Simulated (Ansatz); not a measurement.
Subject: the formation energy of Mo3Si (A15 (Cr3Si type), Pm-3n) from the elements. Reaction: Si (diamond) + 3 Mo (bcc) → Mo3Si (A15 (Cr3Si type)). Negative: the products are lower in energy. The value is per atom of the solid.

Mo3Si (A15 (Cr3Si type), Pm-3n), 8 atoms in the cell; spin state with PBE: run without spin, k-point mesh 10×10×10 on the run's own vectors.
Space group Pm-3n (No. 223); a = b = c = 4.907 Å, α = β = γ = 90.00°

```tsv
atom	site	symmetry	x	y	z
Mo	6c	-4m.2	0.0000	0.5000	0.2500
Si	2a	m-3.	0.0000	0.0000	0.0000
```

Si (diamond, Fd-3m), 2 atoms in the cell, k-point mesh 10×10×10 on the run's own vectors. Conventional cell: a = b = c = 5.470 Å, α = β = γ = 90.00°.

Mo (bcc, Im-3m), 1 atom in the cell; spin state with PBE: run without spin, k-point mesh 26×26×26 on the run's own vectors. Conventional cell: a = 3.161 Å, b = 3.161 Å, c = 3.161 Å, α = 90.00°, β = 90.00°, γ = 90.00°.

Computed with Ansatz (plane waves, PAW), its PAW set soft_1, cutoff 500 eV. The structures are at rest with PBE; other levels are single points on them. Neutral cells; Fermi-Dirac smearing of at most 0.10 eV in the solids, energies taken to zero width. The lattices are those relaxed with PBE, so at other levels the solids can be strained. A dispersion term (D3(BJ), or D4 for r2SCAN) was computed beside these levels and is taken off wherever the name lacks it. No zero-point or thermal terms. The structures are the rest points that the relaxations reached, not proven lowest.

Task: Estimate the value that r2SCAN returns for this input.

Result: -0.33 eV/atom, for Si (diamond) + 3 Mo (bcc) → Mo3Si (A15 (Cr3Si type)).

Ansatz is a program for electronic structure.
